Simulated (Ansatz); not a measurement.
**Input and output of a self-consistent single point for SrTl₂Pd (Cmcm, 8 atoms in the cell) (Ansatz, a quantum-chemistry and plane-wave program)**

Method of the run: PBEsol, default PAW files made with PBE (plane waves; Ansatz).

The input file:

Ansatz 0.2 input:
```yaml
crystal:
  lattice:
    - [2.248000, -5.504000, 0.000000]
    - [2.248000, 5.504000, 0.000000]
    - [0.000000, 0.000000, 8.148000]
  atoms:
    - { symbol: Tl, position: [0.853250, 0.146750, 0.551580] }
    - { symbol: Tl, position: [0.146750, 0.853250, 0.051580] }
    - { symbol: Tl, position: [0.146750, 0.853250, 0.448420] }
    - { symbol: Tl, position: [0.853250, 0.146750, 0.948420] }
    - { symbol: Pd, position: [0.718310, 0.281690, 0.250000] }
    - { symbol: Pd, position: [0.281690, 0.718310, 0.750000] }
    - { symbol: Sr, position: [0.565160, 0.434840, 0.750000] }
    - { symbol: Sr, position: [0.434840, 0.565160, 0.250000] }
basis:
  ecutwfc: 420.0
kpoints:
  mp_grid: { grid: [6, 6, 3] }
hamiltonian:
  xc: pbesol
  pseudopotentials: { kind: paw }
scf:
  occupations: { method: cold, width: 0.1 }
output:
  forces: true
  eigenvalues: true
  stress: true
```

The program printed (abridged):

```
WARN ansatz: RAYON_NUM_THREADS=1 ignored (pool sized by the plan → 1); use --threads N
Pseudopotentials: kind: paw
Pseudopotential: Tl, paw, valence charge 13
Pseudopotential: Pd, paw, valence charge 18
Pseudopotential: Sr, paw, valence charge 10
Crystal: 8 atoms, lattice volume = 201.630 Å³
Basis set: ecut = 420 eV, 3923 PW (Γ), exchange–correlation on 80×80×120 points (8 copies of the dense FFT grid, shifted against one another)
Bands: 65, of which v1, the nominal top of the filled ones, is band 54 counted from 1 (53 counted from 0)
Symmetry: 8 space group operations
Space group: Cmcm (ITA 63), of the structure as read, at distance tolerance 5.9e-5 Å
k-points: 26 of 108
PAW frozen core: Tl, regenerated for the run's functional, and the local potential with it
PAW frozen core: Pd, regenerated for the run's functional, and the local potential with it
PAW frozen core: Sr, regenerated for the run's functional, and the local potential with it
Initial density: superposition of atomic densities (neutral atoms: chi_scale 0, normalization atom), corrected by the library's trained network
Initial wavefunctions: pseudopotential atomic-orbital guess
Eigensolver: davidson
Functional: x = pbesol(κ = 0.804, μ = 0.12345679012345678), c = pbesol(β = 0.046)
SCF iter   1: F=—  HF=-65984.186375 eV  |F-HF|=—  |Δ(HF+E_count)|=         —  Δρ=5.43e-3  dr2=7.47e-2  ethr=1.77e-3  ⟨swp⟩=9.8  Hψ=7662  notcnv=0  defer=3
all-band conjugate gradients solve this SCF's bands
preconditioner: auto → Kerker (q_TF=auto, 2.459 Å⁻¹)
SCF iter   2: F=—  HF=-65984.180985 eV  |F-HF|=—  |Δ(HF+E_count)|=   5.39e-3  S|Δr|=    0.00e0  Δρ=2.60e-3  dr2=2.43e-2  ethr=6.92e-5  ⟨swp⟩=2.2  Hψ=2459  notcnv=0  defer=5
SCF iter   3: F=—  HF=-65984.177139 eV  |F-HF|=—  |Δ(HF+E_count)|=   3.85e-3  S|Δr|=    0.00e0  Δρ=6.20e-4  dr2=8.30e-4  ethr=2.25e-5  ⟨swp⟩=2.1  Hψ=1991  notcnv=0  defer=5
SCF iter   4: F=—  HF=-65984.177133 eV  |F-HF|=—  |Δ(HF+E_count)|=   6.07e-6  S|Δr|=    0.00e0  Δρ=3.08e-4  dr2=5.67e-4  ethr=7.69e-7  ⟨swp⟩=2.1  Hψ=2930  notcnv=0  defer=5
SCF iter   5: F=—  HF=-65984.177040 eV  |F-HF|=—  |Δ(HF+E_count)|=   9.28e-5  S|Δr|=    0.00e0  Δρ=7.70e-5  dr2=5.30e-5  ethr=5.25e-7  ⟨swp⟩=2.0  Hψ=1902  notcnv=0  defer=5
SCF iter   6: F=—  HF=-65984.176886 eV  |F-HF|=—  |Δ(HF+E_count)|=   1.54e-4  S|Δr|=    0.00e0  Δρ=4.69e-5  dr2=9.90e-6  ethr=4.90e-8  ⟨swp⟩=2.0  Hψ=1980  notcnv=0  defer=5
SCF iter   7: F=—  HF=-65984.176884 eV  |F-HF|=—  |Δ(HF+E_count)|=   2.14e-6  S|Δr|=    0.00e0  Δρ=8.70e-6  dr2=2.34e-7  ethr=9.16e-9  ⟨swp⟩=2.0  Hψ=1976  notcnv=0  defer=5
SCF iter   8: F=-65984.176884 eV  HF=-65984.176884 eV  |F-HF|=5.36e-8  |Δ(HF+E_count)|=   5.85e-8  S|Δr|=    0.00e0  Δρ=4.28e-6  dr2=6.58e-8  ethr=9.26e-11  ⟨swp⟩=10.6  Hψ=7926  notcnv=0
SCF 1 converged in 8 iterations: F = -65984.176884 eV  dr2 = 6.58e-8
SCF converged after 8 iterations
Stability not checked (fill_not_monotonic)
Free energy (F): -65984.176884 eV
Harris-Foulkes:  -65984.176884 eV  (|F-HF|=5.36e-8)
Internal energy: -65984.170415 eV  (E = F + TS)
E sigma→0 (E₀):  -65984.174727 eV
Entropy (-TS):   -0.006468 eV (-0.809 meV/atom)
Fermi energy:    11.818124 eV
Step filling:    the computed levels leave a gap of 0.0092 eV = 0.1 smearing widths
--- Per-component energies (eV) ---
  E_band       = -589.611124
  E_kinetic    = 2864.982391
  E_local      = -10578.285627  (includes V_loc(G=0)·N_el)
  E_nonlocal   = 2120.774422
  E_hartree    = 4085.807192
  E_xc         = -1593.819214
  E_vxc        = -1315.382691  (∫ρ·V_xc dr)
  E_paw        = -52738.568351  (= ΣΔE_a)
  E_vpaw       = -1853.334520  (= ΣTr[D̂ρ^β])
  E_aug_tail   = 0.000536  (compensation charges beyond the density's cutoff)
  E_ewald      = -10146.088568
  E_core_change = 1.026803  (= ΣΔE_core)
  E_smearing   = -0.006468  (= −TS)
  E_closure    = -0.000000  (closes the sum)
  Σ components = -65984.176884   (vs F -65984.176884, Δ=0.00e0)
--- Forces (eV/Å), atoms counted from 1 ---
  atom   1  Tl    -0.00000000    -0.02001681    -0.01938476
  atom   2  Tl    -0.00000000     0.02001681    -0.01938476
  atom   3  Tl    -0.00000000     0.02001681     0.01938476
  atom   4  Tl    -0.00000000    -0.02001681     0.01938476
  atom   5  Pd     0.00000000     0.02807014     0.00000000
  atom   6  Pd     0.00000000    -0.02807014     0.00000000
  atom   7  Sr     0.00000000     0.00828718     0.00000000
  atom   8  Sr     0.00000000    -0.00828718     0.00000000
  max |Σ_I F_I| component: 4.86e-17 eV/Å
--- Stress (GPa, compression-positive) ---
       -0.817869       0.000000       0.000000
        0.000000      -0.371418       0.000000
        0.000000       0.000000      -0.044786
  P = ⅓ Tr σ = -0.4114 GPa (-4.114 kbar)
  The stress holds the Pulay correction. Without it, at fixed plane waves, as pw.x and ABINIT print it: P = -0.4465 GPa
--- Band table (eV; the first three rows and the last of 26) ---
  k-point 0: bands = ["-72.3778", "-72.3778", "-38.1624", "-38.1621", "-38.1546", "-38.1546", "-38.1324", "-38.1324", "-23.6836", "-23.6788", "-5.8785", "-5.7675", "-5.7452", "-5.7433", "-5.7287", "-5.7181", "0.1237", "0.1332", "0.1824", "0.2155", [...]
  k-point 1: bands = ["-72.3778", "-72.3778", "-38.1623", "-38.1621", "-38.1546", "-38.1546", "-38.1324", "-38.1324", "-23.6824", "-23.6800", "-5.8536", "-5.8004", "-5.7423", "-5.7392", "-5.7260", "-5.7207", "0.1541", "0.1585", "0.1790", "0.1900", [...]
  k-point 2: bands = ["-72.3778", "-72.3778", "-38.1623", "-38.1621", "-38.1547", "-38.1547", "-38.1324", "-38.1324", "-23.6828", "-23.6781", "-5.8738", "-5.7663", "-5.7520", "-5.7445", "-5.7431", "-5.7371", "0.1201", "0.1433", "0.1599", "0.2193", [...]
  k-point 25: bands = ["-72.3778", "-72.3778", "-38.1623", "-38.1621", "-38.1546", "-38.1546", "-38.1325", "-38.1324", "-23.6818", "-23.6796", "-5.8518", "-5.8064", "-5.7588", "-5.7492", "-5.7232", "-5.7191", "0.1060", "0.1085", "0.1177", "0.1204", [...]
```

The run converged in 8 iterations.

The starting cell comes from a database of published, mostly measured structures (it also holds non-ambient and calculated ones), without a prior relaxation at this level. Spin-orbit coupling is off. Spin polarisation is off. Ansatz's pressure includes its estimate of the finite-basis (Pulay) stress.
